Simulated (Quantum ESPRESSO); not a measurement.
A self-consistent single point of LiHS (P1, 12 atoms in the cell) with Quantum ESPRESSO.

Computed with BLYP, SSSP 1.1.2 efficiency (PBE) pseudopotentials (plane waves; Quantum ESPRESSO).

```xyz
12
Lattice="6.1493 0.0000 0.0000 0.0000 3.9379 0.0000 0.0000 0.0000 7.8337" Properties=species:S:1:pos:R:3 pbc="T T T"
H     -0.0152     3.8615     3.4079
H      0.0058     0.0856     7.3460
H      3.0594     0.4759     7.7967
H      3.0993     3.4743     3.9075
S      3.0843     1.8375     7.8367
S      3.1071     2.0986     3.9044
S     -0.0457     3.9177     2.0609
S      0.0013     0.0126     5.9769
Li     1.5283     2.0022     5.8562
Li     4.6295     1.9620     1.9327
Li     4.5969     1.9442     5.8598
Li     1.5462     1.9554     1.9676
```

Reference input (self-consistent single point, DFT, LDA (PZ), plane waves, GBRV 1.5 ultrasoft (LDA) pseudopotentials): ecutwfc = 40 Ry; ecutrho = 200 Ry; occupations = smearing; smearing = fermi-dirac; degauss = 0.0036749 Ry; potentials = {H: h_lda_v1.4.uspp.F.UPF, S: s_lda_v1.4.uspp.F.UPF, Li: li_lda_v1.4.uspp.F.UPF}; K_POINTS = automatic 3 5 2 0 0 0; conv_thr = 1e-09 Ry. This run's input differs from it in these lines:

```diff
@@ -12,4 +12,4 @@
    ntyp = 3
-   ecutwfc = 40
-   ecutrho = 200
+   ecutwfc = 55
+   ecutrho = 440
    occupations = 'smearing'
@@ -17,2 +17,3 @@
    degauss = 0.0036749
+   input_dft = 'blyp'
 /
@@ -22,5 +23,5 @@
 ATOMIC_SPECIES
-H      1.0080  h_lda_v1.4.uspp.F.UPF
-S     32.0600  s_lda_v1.4.uspp.F.UPF
-Li     6.9400  li_lda_v1.4.uspp.F.UPF
+H      1.0080  H.pbe-rrkjus_psl.1.0.0.UPF
+S     32.0600  s_pbe_v1.4.uspp.F.UPF
+Li     6.9400  li_pbe_v1.4.uspp.F.UPF
 CELL_PARAMETERS angstrom
```

Output (repeated stretches shortened):

```
     Self-consistent Calculation

     iteration #  1     ecut=    55.00 Ry     beta= 0.70

     Threshold (ethr) on eigenvalues was too large:
     Diagonalizing with lowered threshold

     total energy              =    -159.41951119 Ry
     estimated scf accuracy    <       0.20771784 Ry

     iteration #  2     ecut=    55.00 Ry     beta= 0.70

     total energy              =    -159.43783037 Ry
     estimated scf accuracy    <       0.01615782 Ry

     iteration #  3     ecut=    55.00 Ry     beta= 0.70

     total energy              =    -159.44094053 Ry
     estimated scf accuracy    <       0.00050175 Ry

   [... 5 blocks of this kind left out ...]

     iteration #  9     ecut=    55.00 Ry     beta= 0.70

     total energy              =    -159.44137940 Ry
     estimated scf accuracy    <          3.1E-09 Ry

     iteration # 10     ecut=    55.00 Ry     beta= 0.70
     End of self-consistent calculation

     the Fermi energy is     2.9837 ev

!    total energy              =    -159.44137940 Ry
     estimated scf accuracy    <          6.3E-11 Ry
     smearing contrib. (-TS)   =      -0.00000000 Ry
     internal energy E=F+TS    =    -159.44137940 Ry

     convergence has been achieved in  10 iterations

     Forces acting on atoms (cartesian axes, Ry/au):

     atom    1 type  1   force =    -0.00060602    0.00167341    0.00204824
     atom    2 type  1   force =     0.00034663   -0.00297509   -0.01835178
     atom    3 type  1   force =     0.00005149    0.01021524    0.00094706
     atom    4 type  1   force =     0.00026790   -0.02166682   -0.00016274
     atom    5 type  2   force =    -0.00240067   -0.01035525   -0.00165689
   [... lines left out ...]

     Total force =     0.043699     Total SCF correction =     0.000016

          total   stress  (Ry/bohr**3)                   (kbar)     P=        9.31
   0.00009000  -0.00000412   0.00000016           13.24       -0.61        0.02
  -0.00000412   0.00002376  -0.00000576           -0.61        3.49       -0.85
   0.00000016  -0.00000576   0.00007611            0.02       -0.85       11.20

   JOB DONE.
```

The run converged in 10 iterations. Against the reference run the pressure goes from -2.11 to 0.93 GPa, the largest force goes from 0.438 to 0.566 eV/Å and the gap on the mesh goes from 3.135 to 3.443 eV.

The starting cell comes from a database of published, mostly measured structures (it also holds non-ambient and calculated ones), without a prior relaxation at this level. Its atoms were displaced at random from the sites of space group no. 26.

Cost on one core of a shared machine: roughly 2 min.
